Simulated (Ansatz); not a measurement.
Density of states of SiC (P6_3mc) above the conduction band minimum, PBE with spin-orbit coupling, rigid bands in Ansatz (a program for electronic structure); cell volume 41.4 Å³.

(energy from edge (eV), 10⁻³ states/eV/cell): (0.006, 8.51); (0.031, 22.2); (0.056, 30.3); (0.081, 36.6); (0.106, 42.3); (0.131, 47.6); (0.156, 52.4); (0.181, 56.7); (0.206, 61.3); (0.231, 65.3); (0.256, 69.5); (0.281, 73.1); (0.319, 79.0); (0.344, 82.2); (0.369, 86.2); (0.394, 90.3); (0.419, 93.0); (0.444, 97.2); (0.469, 100); (0.494, 104); (0.519, 150); (0.544, 178); (0.569, 200); (0.594, 219)

Question: What effective density of states at 300 K does this give (∫ g(E) exp(−E/k_BT) dE, both spins, divided by the cell's size)?

Answer: 1.1e19 cm⁻³, a density-of-states mass of 0.58 mₑ, valleys and band degeneracy included.

Geometry: cell and atoms relaxed with PBEsol.
